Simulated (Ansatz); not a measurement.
The density of states at the Fermi level in a series of structures.

Cell A: Nb (bcc, Im-3m), 1 atom in the cell; spin state with PBE: run without spin, k-point mesh 26×26×26 on the run's own vectors.
Space group Im-3m (No. 229); a = b = c = 3.3115 Å, α = β = γ = 90.00°

| atom | site | symmetry | x | y | z |
|---|---|---|---|---|---|
| Nb | 2a | m-3m | 0.0000 | 0.0000 | 0.0000 |
(The calculation used a cell of 1 atom; values per cell refer to that cell.)

Cell B: Ta (bcc, Im-3m), 1 atom in the cell, k-point mesh 26×26×26 on the run's own vectors.
Space group Im-3m (No. 229); a = b = c = 3.3206 Å, α = β = γ = 90.00°

```csv
atom,site,symmetry,x,y,z
Ta,2a,m-3m,0.0000,0.0000,0.0000
```
(The calculation used a cell of 1 atom; values per cell refer to that cell.)

All numbers come from Ansatz (a first-principles code), plane waves with PAW, its PAW set soft_1, cutoff 420 eV, 500 eV for r2SCAN. The structures are at rest with PBE; other levels are single points on them. Neutral cells; Fermi-Dirac smearing of at most 0.10 eV in the solids, energies taken to zero width. The lattices are those relaxed with PBE, so at other levels the solids can be strained, which adds to the spread. Spin-orbit coupling is left out. A dispersion term ran beside these levels; it doesn't touch the electrons. Both spins, broadened by a Gaussian of 0.2 eV on the run's mesh.

Q: What does PBE give for the density of states at the Fermi level of each cell (states/eV per atom)?

A: 
```
cell  PBE
----  ---
A     1.5
B     1.3
```

With PBE the value of A exceeds that of B by 0.2 states/eV per atom.

Q: And at the other levels?

A: 
```tsv
cell	r2SCAN
A	1.4
B	1.3
```

With r2SCAN the value of A exceeds that of B by 0.1 states/eV per atom.
